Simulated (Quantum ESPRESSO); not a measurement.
```yaml
crystal:
  lattice:
    - [0.00000, 2.81347, 2.81347]
    - [2.81347, 0.00000, 2.81347]
    - [2.81347, 2.81347, 0.00000]
  atoms:
    - { symbol: Fe, position: [0.50000, 0.50000, 0.50000], spin: 4.0 }
    - { symbol: Fe, position: [0.25000, 0.25000, 0.25000], spin: 4.0 }
    - { symbol: Fe, position: [0.75000, 0.75000, 0.75000], spin: 4.0 }
    - { symbol: Ge, position: [0.00000, 0.00000, 0.00000] }
```
(The spins are starting values, not results.)

Level of theory: LDA (PZ), PSlibrary ultrasoft (LDA) pseudopotentials (plane waves; Quantum ESPRESSO).

The set-up and first iterations of a Quantum ESPRESSO log for Fe3Ge (Fm-3m, 4 atoms in the cell):

```
     file Fe.pz-n-rrkjus_psl.1.0.0.UPF: wavefunction(s)  3D renormalized
     Message from routine setup:
     using ibrav=0 with symmetry is DISCOURAGED, use correct ibrav instead
     G-vector sticks info
     --------------------
     sticks:   dense  smooth     PW     G-vecs:    dense   smooth      PW
     Sum        1285     847    253                30467    16529    2733

     bravais-lattice index     =            0
     lattice parameter (alat)  =       7.5189  a.u.
     unit-cell volume          =     300.5761 (a.u.)^3
     number of atoms/cell      =            4
     number of atomic types    =            2
     number of electrons       =        28.00
     number of Kohn-Sham states=           18
     kinetic-energy cutoff     =      55.0000  Ry
     charge density cutoff     =     330.0000  Ry
     scf convergence threshold =      1.0E-11
     mixing beta               =       0.2000
   [... lines left out ...]
     Q(r) pseudized with 0 coefficients

     atomic species   valence    mass     pseudopotential
     Fe                8.00    55.84500     Fe( 1.00)
     Ge                4.00    72.63000     Ge( 1.00)

     Starting magnetic structure
     atomic species   magnetization
     Fe              0.500
     Ge              0.000

     48 Sym. Ops., with inversion, found

   Cartesian axes

     site n.     atom                  positions (alat units)
         1        Fe     tau(   1) = (   0.7071068   0.7071068   0.7071068  )
         2        Fe     tau(   2) = (   0.3535534   0.3535534   0.3535534  )
         3        Fe     tau(   3) = (   1.0606602   1.0606602   1.0606602  )
         4        Ge     tau(   4) = (   0.0000000   0.0000000   0.0000000  )

     number of k points=    35  Fermi-Dirac smearing, width (Ry)=  0.0100
                       cart. coord. in units 2pi/alat
        k(    1) = (   0.0000000   0.0000000   0.0000000), wk =   0.0013717
        k(    2) = (   0.0785674   0.0785674  -0.0785674), wk =   0.0109739
        k(    3) = (   0.1571348   0.1571348  -0.1571348), wk =   0.0109739
   [... 32 lines left out ...]

     Dense  grid:    30467 G-vectors     FFT dimensions: (  45,  45,  45)

     Smooth grid:    16529 G-vectors     FFT dimensions: (  36,  36,  36)

     Initial potential from superposition of free atoms

     starting charge      27.9981, renormalised to      28.0000
     Self-consistent Calculation

     iteration #  1     ecut=    55.00 Ry     beta= 0.20

     Threshold (ethr) on eigenvalues was too large:
     Diagonalizing with lowered threshold

     total energy              =    -194.62201528 Ry
     estimated scf accuracy    <       0.18364882 Ry

     total magnetization       =     6.44 Bohr mag/cell
     absolute magnetization    =     6.59 Bohr mag/cell

     iteration #  2     ecut=    55.00 Ry     beta= 0.20

     total energy              =    -194.64535307 Ry
     estimated scf accuracy    <       0.10166226 Ry

     total magnetization       =     6.33 Bohr mag/cell
     absolute magnetization    =     6.48 Bohr mag/cell

     iteration #  3     ecut=    55.00 Ry     beta= 0.20

     total energy              =    -194.67867784 Ry
     estimated scf accuracy    <       0.13283210 Ry

     total magnetization       =     6.07 Bohr mag/cell
     absolute magnetization    =     6.27 Bohr mag/cell
```

**Question.** How does the run end?

**Answer.** The run converged in 32 iterations. Convergence of the loop says nothing yet on basis, mesh or lower states. Warnings to mind: c_bands:  2 eigenvalues not converged. It ends on: free energy E − TS -2649.3694 eV; Fermi level (on the code's own zero) 13.77 eV; pressure -6.29 GPa; size of the cell's spin moment 4.61 μB; site moments (μB, in the program's spheres or projections) Fe 2.43, Fe 1.11, Fe 1.11, Ge -0.03. The log goes on:

```
   [... 27 blocks of this kind left out ...]

     iteration # 31     ecut=    55.00 Ry     beta= 0.20

     total energy              =    -194.72505774 Ry
     estimated scf accuracy    <          1.1E-10 Ry

     total magnetization       =     4.61 Bohr mag/cell
     absolute magnetization    =     4.82 Bohr mag/cell

     iteration # 32     ecut=    55.00 Ry     beta= 0.20

     Magnetic moment per site  (integrated on atomic sphere of radius R)
     atom   1 (R=0.253)  charge=  6.4394  magn=  2.4343
     atom   2 (R=0.253)  charge=  6.5456  magn=  1.1080
     atom   3 (R=0.253)  charge=  6.5456  magn=  1.1080
     atom   4 (R=0.253)  charge=  2.0053  magn= -0.0258
     End of self-consistent calculation

     the Fermi energy is    13.7730 ev

!    total energy              =    -194.72505774 Ry
     estimated scf accuracy    <          1.6E-12 Ry
     smearing contrib. (-TS)   =      -0.01700745 Ry
     internal energy E=F+TS    =    -194.70805029 Ry

     total magnetization       =     4.61 Bohr mag/cell
     absolute magnetization    =     4.82 Bohr mag/cell

     convergence has been achieved in  32 iterations

     Forces acting on atoms (cartesian axes, Ry/au):

     atom    1 type  1   force =     0.00000000    0.00000000   -0.00000000
   [... zero for the other atoms too ...]

     Total force =     0.000000     Total SCF correction =     0.000000

          total   stress  (Ry/bohr**3)                   (kbar)     P=      -62.94
  -0.00042789  -0.00000000   0.00000000          -62.94       -0.00        0.00
  -0.00000000  -0.00042789  -0.00000000           -0.00      -62.94       -0.00
  -0.00000000  -0.00000000  -0.00042789           -0.00       -0.00      -62.94

   JOB DONE.
```

For comparison: a first run (DFT, PBEsol, plane waves, PSlibrary ultrasoft (PBE) pseudopotentials) was changed to give this one (input_dft: pbesol → default; pseudopotentials: {Fe: Fe.pbe-n-rrkjus_psl.1.0.0.UPF, Ge: Ge.pbe-n-rrkjus_psl.1.0.0.UPF} → {Fe: Fe.pz-n-rrkjus_psl.1.0.0.UPF, Ge: Ge.pz-n-rrkjus_psl.1.0.0.UPF}), and from it to this one the pressure goes from 2.32 to -6.29 GPa and the size of the net moment goes from 1.23 to 1.15 μB/atom.

The starting cell comes from a database of computed structures (which also holds hypothetical and non-ambient phases and stackings), without a prior relaxation at this level. Its lattice was rescaled by a random factor within 2.5 % of one. The magnetic order is the one reached from the typed start; others were not searched systematically. With a pressure of about -6 GPa the cell is away from its equilibrium volume at this level.

The run was DFT, LDA (PZ), plane waves, PSlibrary ultrasoft (LDA) pseudopotentials. Main settings of its input:

| setting | value |
|---|---|
| ecutwfc | 55 Ry |
| ecutrho | 330 Ry |
| occupations | smearing |
| smearing | fermi-dirac |
| degauss | 0.0099958 Ry |
| nspin | 2 |
| potentials | {Fe: Fe.pz-n-rrkjus_psl.1.0.0.UPF, Ge: Ge.pz-n-rrkjus_psl.1.0.0.UPF} |
| K_POINTS | automatic 9 9 9 0 0 0 |
| conv_thr | 1e-11 Ry |
| mixing_beta | 0.2 |
